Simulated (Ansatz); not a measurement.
# A computed series for CdSe: pressure series

Consider CdSe in the zinc blende structure (space group F-43m, No. 216).

```yaml
crystal:
  lattice:
    - [0.00000, 3.06658, 3.06658]
    - [3.06658, 0.00000, 3.06658]
    - [3.06658, 3.06658, 0.00000]
  atoms:
    - { symbol: Cd, position: [0.00000, 0.00000, 0.00000] }
    - { symbol: Se, position: [0.25000, 0.25000, 0.25000] }
```

Cell and atoms are relaxed at each pressure.

Computed with r2SCAN in Ansatz (plane waves to 500 eV, PAW, no spin-orbit coupling).

```json
[
 {"P (GPa)": "-2.01", "V (Å³/atom)": "30.106"},
 {"P (GPa)": "-1.01", "V (Å³/atom)": "29.438"},
 {"P (GPa)": "0.89", "V (Å³/atom)": "28.370"},
 {"P (GPa)": "2.10", "V (Å³/atom)": "27.787"},
 {"P (GPa)": "4.49", "V (Å³/atom)": "26.796"},
 {"P (GPa)": "9.00", "V (Å³/atom)": "25.332"},
 {"P (GPa)": "14.99", "V (Å³/atom)": "23.878"},
 {"P (GPa)": "22.49", "V (Å³/atom)": "22.513"},
 {"P (GPa)": "29.99", "V (Å³/atom)": "21.453"}
]
```

**Question.** Fit a third-order Birch–Murnaghan equation of state.

**Answer.** Least squares on P(V) = (3B₀/2)[(V₀/V)^(7/3) − (V₀/V)^(5/3)]·[1 + (3/4)(B₀′ − 4)((V₀/V)^(2/3) − 1)] gives V₀ = 28.84 Å³/atom, B₀ = 52 GPa and B₀′ = 4.5.

Between the base and pressure 4.5 GPa the gap moves from 1.04 eV to 1.20 eV, a mean slope of 36 meV/GPa.

Load acts through the strain it causes; cell and atoms are relaxed under it. No phonon test of stability was made. Tetrahedral semiconductors of this kind turn to denser phases somewhere between about 1 and 50 GPa; those were not computed, so compressed cells here can lie past the real transition.

Ansatz is a quantum-chemistry and plane-wave program.
